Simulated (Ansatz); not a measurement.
The parent structure is CsHS (space group I4/m, No. 87; a = 8.402 Å, c = 9.300 Å; a cell from a computed database, its experimental status unchecked). Axes: x, y, z lie along a, b, c of the conventional cell.

(Cell as relaxed with PBE.)

Levels (all Ansatz, a first-principles code, PAW): PBE (420 eV, no spin-orbit coupling); r2SCAN (500 eV, without spin-orbit coupling).

Each level relaxes its own structure.

| base | PBE | r2SCAN |
|---|---|---|
| volume per atom | 27.35 Å³ | 26.28 Å³ |
| lattice parameter a | 8.402 Å | 8.291 Å |
| band gap | 3.44 eV | 3.90 eV |

One thing is altered: uniaxial strain ε_yy = +1.08 %, all other strain components held at zero, atoms relaxed at fixed cell.

| quantity | PBE | r2SCAN |
|---|---|---|
| band gap | 3.39 eV | [?] |
| hole mass | 0.63 mₑ along z, 2.5 mₑ across (at Γ) | [?] |
| stress (xx, yy, zz, yz, xz, xy; compression positive) | (-0.03, -0.29, -0.05, 0.00, 0.00, 0.00) GPa | [?] |

Task: What does r2SCAN give?

Result: 
- band gap, r2SCAN: 3.89 eV
- hole mass, r2SCAN: 0.59 mₑ along z, 2.4 mₑ across (at Γ)
- stress (xx, yy, zz, yz, xz, xy; compression positive), r2SCAN: (-0.06, -0.33, -0.09, 0.00, 0.00, 0.00) GPa

PBE's band gap lies 0.50 eV below r2SCAN's. Neither level is exact; r2SCAN is the comparison here, not a measurement.

Effective masses come from finite differences of ±0.01 Å⁻¹. Gaps are Kohn–Sham eigenvalue differences; semilocal functionals usually give less than the measured gap. Whether these cells are dynamically stable was not tested.
